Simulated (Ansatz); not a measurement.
Structures of equal composition on the (100) surface of rock-salt TiN: a layer of Ru, one atom over each N; a layer of Ru, one atom over each Ti. The slabs share one bottom face, and each structure is named by its start. These are constructed structures in small cells; real faces may alloy, dewet or reconstruct in larger ones, and not all known structures of the face are among them. Slabs of about 13 Å, Fermi-Dirac smearing of 0.1 eV. Bottom of the slabs: a bare face, its two planes held. Relaxed from the named starts with such symmetry as they have, on meshes of like density; energies extrapolated to zero smearing; spin only where a row says so; no spin-orbit coupling, no U. Brackets mark spin-polarised runs, whose order is one that fits the cell.

Calculation: PBE (plane waves to 420 eV, PAW; Ansatz, a quantum-chemistry and plane-wave program).

Task: Order them by energy per 1x1 cell (lowest first) at the level PBE.

Result: a layer of Ru, one atom over each N (0.000 eV), a layer of Ru, one atom over each Ti (1.015 eV)
